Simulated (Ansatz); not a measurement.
Ansatz (an electronic-structure program), DFT, LDA, plane waves, its default PAW files: ZrGeSe, long cell, atoms displaced (from the phase in space group 129, mp-4878) (Ge8Se8Zr8), 24 atoms. Basis and mesh were picked for this test and aren't claimed converged.

| Property | Result |
|---|---|
| cell | 3.72, 3.72, 33.47 Å; 90, 90, 90° |
| distance to the nearest atom | 2.54 to 2.80 Å |
| task | single point |
| k mesh | 4×4×1 |
| hamiltonian.xc | lda |
| kind of files | paw |
| scf.occupations.method | gaussian |
| scf.occupations.width | 0.05 eV |
| output.forces | true |
| binding of workers (--pin) | off |
| k-point pools (--kpoint-pools) | 1 |
| memory maximum (--max-ram) | 8GiB |
| accuracy | medium (default) |
| basis.precision | auto (default) |
| basis.xc_grid | 1 (default) |
| scf.eigensolver.kind | auto (default) |
| scf.convergence.dr2_threshold | 4.62931e-07 (default) |
| scf.lower_state_search | light (default) |
| k-points after symmetry | 10 |
| bands at the start | 192 |
| electrons | 336 |
| plane waves at Γ | 9031 |
| cutoff (eV) | 420 |
| FFT grid | 25×25×225 |
| symmetry operations | 1 |

One run each.

All on 4 threads. Base settings, kept where nothing else is said: scf.mixing.algorithm = auto (default), scf.mixing.preconditioner = auto (default), scf.algorithm = auto (default) (scf.mixing.beta, scf.mixing.ndim, scf.mixing.q_tf not set). The settings tried:…
- scf.mixing.algorithm = broyden
- scf.mixing.algorithm = broyden, scf.mixing.beta = 1
- scf.mixing.algorithm = broyden, scf.mixing.beta = 0.3
- scf.mixing.preconditioner = local_kerker
- scf.mixing.algorithm = anderson, scf.mixing.ndim = 16
- scf.mixing.algorithm = anderson
- scf.mixing.ndim = 16
- scf.mixing.preconditioner = kerker_dos
- scf.mixing.algorithm = broyden, scf.mixing.beta = 0.1
- scf.mixing.preconditioner = ldos
- scf.mixing.preconditioner = none
- the base settings
- scf.mixing.algorithm = broyden, scf.mixing.preconditioner = none
- scf.mixing.algorithm = anderson, scf.mixing.ndim = 4
- scf.mixing.algorithm = broyden, scf.mixing.preconditioner = kerker, scf.mixing.q_tf = 0.5 1/Å
- scf.mixing.preconditioner = kerker
- scf.mixing.algorithm = msr1
- scf.mixing.algorithm = anderson, scf.mixing.ndim = 1
- scf.mixing.preconditioner = resta
- scf.algorithm = direct_min
- scf.mixing.algorithm = broyden, scf.mixing.preconditioner = kerker
- scf.mixing.algorithm = broyden, scf.mixing.beta = 0.7
- scf.mixing.ndim = 4
- scf.mixing.algorithm = broyden, scf.mixing.preconditioner = kerker, scf.mixing.q_tf = 1.5 1/Å

Question: Which settings need the fewest SCF iterations, which the most, and do any fail to converge?

Answer: Fewest SCF iterations, with those close behind: scf.mixing.preconditioner = kerker_dos (8); scf.mixing.preconditioner = ldos (8); scf.mixing.algorithm = broyden, scf.mixing.preconditioner = kerker, scf.mixing.q_tf = 1.5 1/Å (9); scf.algorithm = direct_min (9). Most among those that reach the base run's result: scf.mixing.algorithm = anderson, scf.mixing.ndim = 1 (49). All converged. In the base run the program took: scf.mixing.algorithm MSR1, scf.eigensolver.kind band_cg, --slots 4.

```tsv
setting	SCF iterations	applications of H to a band	end
scf.mixing.preconditioner = kerker_dos	8	27346	converged
scf.mixing.preconditioner = ldos	8	29234	converged
scf.mixing.algorithm = broyden, scf.mixing.preconditioner = kerker, scf.mixing.q_tf = 1.5 1/Å	9	27434	converged
scf.algorithm = direct_min	9	209919	converged
scf.mixing.algorithm = broyden, scf.mixing.beta = 0.7	12	40829	converged
scf.mixing.algorithm = broyden, scf.mixing.beta = 1	12	46879	converged
scf.mixing.algorithm = broyden, scf.mixing.preconditioner = kerker, scf.mixing.q_tf = 0.5 1/Å	12	34941	converged
the base settings	13	35797	converged
scf.mixing.algorithm = msr1	13	35797	converged
scf.mixing.algorithm = broyden	13	42633	converged
scf.mixing.preconditioner = kerker	13	35797	converged
scf.mixing.preconditioner = local_kerker	13	36172	converged
scf.mixing.algorithm = broyden, scf.mixing.preconditioner = kerker	13	42633	converged
scf.mixing.algorithm = anderson, scf.mixing.ndim = 16	13	42665	converged
scf.mixing.ndim = 16	13	36126	converged
scf.mixing.algorithm = anderson	14	43605	converged
scf.mixing.algorithm = anderson, scf.mixing.ndim = 4	14	38248	converged
scf.mixing.ndim = 4	14	38341	converged
scf.mixing.algorithm = broyden, scf.mixing.beta = 0.3	15	53905	converged
scf.mixing.preconditioner = none	20	54545	converged
scf.mixing.preconditioner = resta	20	54545	converged
scf.mixing.algorithm = broyden, scf.mixing.beta = 0.1	20	65762	converged
scf.mixing.algorithm = broyden, scf.mixing.preconditioner = none	22	60494	converged
scf.mixing.algorithm = anderson, scf.mixing.ndim = 1	49	92488	converged
```

An iteration's cost differs between solvers, so these counts don't give the time.

Keys are those of Ansatz 0.2.
